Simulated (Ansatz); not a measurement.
# Input and output of a self-consistent single point for BaAlGeH (P3m1, 4 atoms in the cell) (Ansatz)

Method: PBEsol, default PAW files made with PBE (plane waves; Ansatz, a program for electronic structure).

The input file:

Ansatz 0.2 input:
```yaml
crystal:
  lattice:
    - [4.360408, 0.000000, 0.000000]
    - [-2.180204, 3.776224, 0.000000]
    - [0.000000, 0.000000, 5.223800]
  atoms:
    - { symbol: Ba, position: [0.333333, 0.666667, 0.108592] }
    - { symbol: Al, position: [0.000000, 0.000000, 0.641350] }
    - { symbol: Ge, position: [0.666667, 0.333333, 0.552740] }
    - { symbol: H, position: [0.000000, 0.000000, 0.972890] }
basis:
  ecutwfc: 420.0
kpoints:
  mp_grid: { grid: [7, 7, 5] }
hamiltonian:
  xc: pbesol
  pseudopotentials: { kind: paw }
scf:
  occupations: { method: fixed }
output:
  forces: true
  eigenvalues: true
  stress: true
```

Log, with long lists cut:

```
WARN the atoms were moved onto the symmetric positions of the space group found under crystal.symmetry.tolerance 1.0e-5 (fractional …
WARN ansatz: RAYON_NUM_THREADS=1 ignored (pool sized by the plan → 1); use --threads N
Pseudopotentials: kind: paw
Pseudopotential: Ba, paw, valence charge 10
Pseudopotential: Al, paw, valence charge 3
Pseudopotential: Ge, paw, valence charge 14
Pseudopotential: H, paw, valence charge 1
Crystal: 4 atoms, lattice volume = 86.014 Å³
Basis set: ecut = 420 eV, 1715 PW (Γ), exchange–correlation on 60×60×72 points (8 copies of the dense FFT grid, shifted against one another)
Bands: 18, of which v1, the nominal top of the filled ones, is band 14 counted from 1 (13 counted from 0)
Symmetry: 6 space group operations
Space group: P3m1 (ITA 156), of the structure as read, at distance tolerance 4.4e-5 Å
k-points: 32 of 245 (time reversal used)
PAW frozen core: Ba, regenerated for the run's functional, and the local potential with it
PAW frozen core: Al, regenerated for the run's functional, and the local potential with it
PAW frozen core: Ge, regenerated for the run's functional, and the local potential with it
Initial density: superposition of atomic densities (neutral atoms: chi_scale 0, normalization atom), corrected by the library's trained network
Initial wavefunctions: pseudopotential atomic-orbital guess
Eigensolver: davidson
Functional: x = pbesol(κ = 0.804, μ = 0.12345679012345678), c = pbesol(β = 0.046)
SCF iter   1: F=—  HF=-10658.537899 eV  |F-HF|=—  |Δ(HF+E_count)|=         —  Δρ=4.17e-3  dr2=1.72e-2  ethr=1.77e-3  ⟨swp⟩=4.5  Hψ=2630  notcnv=0  defer=57
all-band conjugate gradients solve this SCF's bands
preconditioner: auto → Resta (q_TF=auto, 2.263 Å⁻¹)
SCF iter   2: F=—  HF=-10658.532717 eV  |F-HF|=—  |Δ(HF+E_count)|=   5.18e-3  Δρ=2.09e-3  dr2=4.73e-3  ethr=6.14e-5  ⟨swp⟩=2.2  Hψ=941  notcnv=0  defer=61
SCF iter   3: F=—  HF=-10658.531530 eV  |F-HF|=—  |Δ(HF+E_count)|=   1.19e-3  Δρ=3.00e-4  dr2=7.62e-5  ethr=1.69e-5  ⟨swp⟩=2.9  Hψ=839  notcnv=0  defer=61
SCF iter   4: F=—  HF=-10658.531464 eV  |F-HF|=—  |Δ(HF+E_count)|=   6.68e-5  Δρ=1.12e-4  dr2=1.35e-5  ethr=2.72e-7  ⟨swp⟩=2.0  Hψ=992  notcnv=0  defer=59
SCF iter   5: F=—  HF=-10658.531466 eV  |F-HF|=—  |Δ(HF+E_count)|=   2.52e-6  Δρ=4.60e-5  dr2=2.97e-6  ethr=4.83e-8  ⟨swp⟩=2.0  Hψ=992  notcnv=0  defer=60
SCF iter   6: F=—  HF=-10658.531465 eV  |F-HF|=—  |Δ(HF+E_count)|=   1.68e-6  Δρ=1.19e-5  dr2=1.13e-7  ethr=1.06e-8  ⟨swp⟩=2.0  Hψ=992  notcnv=0  defer=60
SCF iter   7: F=-10658.531465 eV  HF=-10658.531465 eV  |F-HF|=1.79e-9  |Δ(HF+E_count)|=   4.77e-8  Δρ=2.12e-6  dr2=3.84e-9  ethr=3.57e-10  ⟨swp⟩=7.6  Hψ=3491  notcnv=0
SCF 1 converged in 7 iterations: F = -10658.531465 eV  dr2 = 3.84e-9
SCF converged after 7 iterations
Free energy (F): -10658.531465 eV
Harris-Foulkes:  -10658.531465 eV  (|F-HF|=1.79e-9)
Internal energy: -10658.531465 eV  (E = F + TS)
E sigma→0 (E₀):  -10658.531465 eV
Fermi energy:    7.372384 eV
--- Per-component energies (eV) ---
  E_band       = -189.094736
  E_kinetic    = 316.448674
  E_local      = -3002.119332  (includes V_loc(G=0)·N_el)
  E_nonlocal   = 489.911442
  E_hartree    = 1301.415705
  E_xc         = -290.281842
  E_vxc        = -241.371611  (∫ρ·V_xc dr)
  E_paw        = -7574.871302  (= ΣΔE_a)
  E_vpaw       = -354.794303  (= ΣTr[D̂ρ^β])
  E_aug_tail   = -0.000943  (compensation charges beyond the density's cutoff)
  E_ewald      = -1900.122376
  E_core_change = 1.088508  (= ΣΔE_core)
  E_smearing   = -0.000000  (= −TS)
  E_closure    = 0.000000  (closes the sum)
  Σ components = -10658.531465   (vs F -10658.531465, Δ=0.00e0)
--- Forces (eV/Å), atoms counted from 1 ---
  atom   1  Ba    -0.00000000    -0.00000000    -0.12502774
  atom   2  Al     0.00000000     0.00000000     0.00072659
  atom   3  Ge    -0.00000000    -0.00000000     0.02882843
  atom   4  H     -0.00000000    -0.00000000     0.09546140
  max |Σ_I F_I| component: 1.13e-5 eV/Å
--- Stress (GPa, compression-positive) ---
       -1.623978      -0.000000       0.000000
        0.000000      -1.623978       0.000000
        0.000000       0.000000      -1.629031
  P = ⅓ Tr σ = -1.6257 GPa (-16.257 kbar)
  The stress holds the Pulay correction. Without it, at fixed plane waves, as pw.x and ABINIT print it: P = -1.6616 GPa
--- Band table (eV; the first three rows and the last of 32) ---
  k-point 0: bands = ["-19.7529", "-15.8469", "-15.8469", "-15.8064", "-15.8064", "-15.8022", "-5.1388", "-4.7711", "-4.7711", "-1.7324", "3.2553", "6.6389", "7.0531", "7.0531", "8.6076", "10.7194", "10.7194", "11.7571"]
  k-point 1: bands = ["-19.7518", "-15.8469", "-15.8469", "-15.8064", "-15.8064", "-15.8021", "-5.2423", "-4.7683", "-4.7683", "-1.4668", "2.9230", "6.8838", "7.1572", "7.1572", "8.7165", "10.0488", "10.0488", "11.0188"]
  k-point 2: bands = ["-19.7500", "-15.8469", "-15.8469", "-15.8064", "-15.8064", "-15.8020", "-5.3914", "-4.7636", "-4.7636", "-0.9959", "2.3602", "7.3611", "7.3611", "7.3724", "8.7759", "9.4921", "9.4921", "10.2621"]
  k-point 31: bands = ["-19.7015", "-15.8462", "-15.8448", "-15.8073", "-15.8064", "-15.8000", "-5.2884", "-5.0931", "-5.0738", "-0.1480", "1.8354", "4.4880", "5.2827", "6.9382", "10.6779", "10.9180", "11.3143", "11.8688"]
```

The run converged in 7 iterations.

The starting cell comes from a database of computed structures (which also holds hypothetical and non-ambient phases and stackings), without a prior relaxation at this level. Its lattice was rescaled by up to half a per cent. One atom was moved a little off its site on purpose. Ansatz's pressure includes its estimate of the finite-basis (Pulay) stress.
